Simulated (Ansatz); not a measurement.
Start from CdSe in the wurtzite structure (space group P6_3mc, No. 186; a = 4.302 Å, c = 7.021 Å). Axes: x lies along a and z along c of the hexagonal cell.

Calculations: Kohn–Sham DFT with the PBEsol functional, run in Ansatz (an electronic-structure program) with PAW and 420 eV plane waves, no SOC.

Before the change:

The shortest interatomic distance comes out as 2.633 Å and the electron mass is 0.055 mₑ (at Γ).

Modification: tensile biaxial strain of 2.40 % in the plane normal to [001], as in epitaxy on a mismatched substrate; the out-of-plane cell vector and the atoms relax.

**Question.** What does the calculation give for the shortest interatomic distance, electron mass, out-of-plane strain and hole mass after the change?

**Answer.** The shortest interatomic distance grows by 0.016 Å to 2.649 Å; the electron mass goes from 0.055 mₑ (at Γ) to 0.046 mₑ out of plane, 0.054 mₑ in plane (at Γ); the out-of-plane strain comes out as -2.17 %; the hole mass is 0.045 mₑ out of plane, 2.0 mₑ in plane (at Γ).

The levels and masses belong to the bands next to the band gap. Effective masses come from finite differences of ±0.01 Å⁻¹. No phonon test of stability was made.
